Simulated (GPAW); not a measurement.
Band structure of NbAs (I4_1md, 4 atoms in the cell).

```xyz
4
Lattice="-1.7333 1.7333 5.9050 1.7333 -1.7333 5.9050 1.7333 1.7333 -5.9050" Properties=species:S:1:pos:R:3 pbc="T T T"
Nb     0.0000     0.0000     8.8542
Nb     1.7333     0.0000     5.9017
As     0.0000     0.0000     1.9756
As     0.0000     1.7333     4.9281
```

Computed with PBE, GPAW PAW datasets PBE (gpaw-data 1.0.1) (plane waves; GPAW).

Settings: mode = pw; ecut = 550 eV; xc = PBE; kpts = 8 8 8; mesh shift (steps) = 0 0 0; occupations.name = fermi-dirac; occupations.width = 0.05 eV; nbands = -8; symmetry.symmorphic = false; symmetry.tolerance = 0.0005; maxiter = 150; bandpath_npoints = 40.

The starting cell comes from a database of computed structures (which also holds hypothetical and non-ambient phases and stackings), without a prior relaxation at this level. Spin polarisation is off.

Levels in eV from the Fermi level, bands 15 to 22:
| point | 15 | 16 | 17 | 18 | 19 | 20 | 21 | 22 |
|---|---|---|---|---|---|---|---|---|
| Γ | -2.01 | -1.67 | -1.35 | -1.35 | 0.71 | 1.26 | 2.35 | 2.93 |
| X | -2.79 | -2.79 | -0.58 | -0.58 | 2.36 | 2.36 | 2.60 | 2.60 |
| Y | -2.77 | -2.77 | -0.62 | -0.62 | 2.24 | 2.24 | 2.61 | 2.61 |
| S | -2.17 | -2.07 | -1.40 | -0.12 | 0.14 | 1.40 | 1.97 | 2.34 |
| Z | -2.44 | -2.44 | -0.53 | -0.53 | 0.97 | 0.97 | 1.88 | 1.88 |
| S1 | -2.17 | -2.07 | -1.40 | -0.12 | 0.14 | 1.40 | 1.97 | 2.34 |
| N | -2.19 | -1.82 | -1.38 | -0.11 | 0.07 | 1.15 | 2.09 | 2.19 |
| P | -2.82 | -2.82 | -0.57 | -0.57 | 2.37 | 2.37 | 2.55 | 2.55 |
| Y1 | -2.77 | -2.77 | -0.62 | -0.62 | 2.24 | 2.24 | 2.61 | 2.61 |

Bands cross the Fermi level along this path, so the cell is metallic at this level.
